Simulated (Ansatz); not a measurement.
The reference is HgSe in the zinc blende structure (space group F-43m, No. 216).

```
CELL_PARAMETERS angstrom
      0.00000     3.06639     3.06639
      3.06639     0.00000     3.06639
      3.06639     3.06639     0.00000
ATOMIC_POSITIONS crystal
  Hg 0.00000 0.00000 0.00000
  Se 0.25000 0.25000 0.25000
```

Cartesian axes are those of the cell as printed.

Method: DFT with PBEsol, PAW potentials and a 420 eV plane-wave cutoff in Ansatz (a quantum-chemistry and plane-wave program), no spin-orbit coupling.

Before the change:

Volume per atom: 28.83 Å³
Pressure: 0.0 GPa

Now apply this change: biaxial strain −1.00 %, plane normal [001], relaxed out of plane (Cartesian); in-plane vectors clamped, the third vector and the atoms free.

Problem. What does the calculation give for the volume per atom, energy relative to the base and pressure after the change?

Solution. The volume per atom decreases by 0.14 Å³ to 28.69 Å³; the energy rises by 0.7 meV/atom; the pressure (mean of the normal stresses, compression positive) goes from zero to 0.3 GPa.

A case with no gap was solved on a k-mesh chosen for an insulator, which is coarse for it. No phonon test of stability was made. The final runs are not spin-polarised.
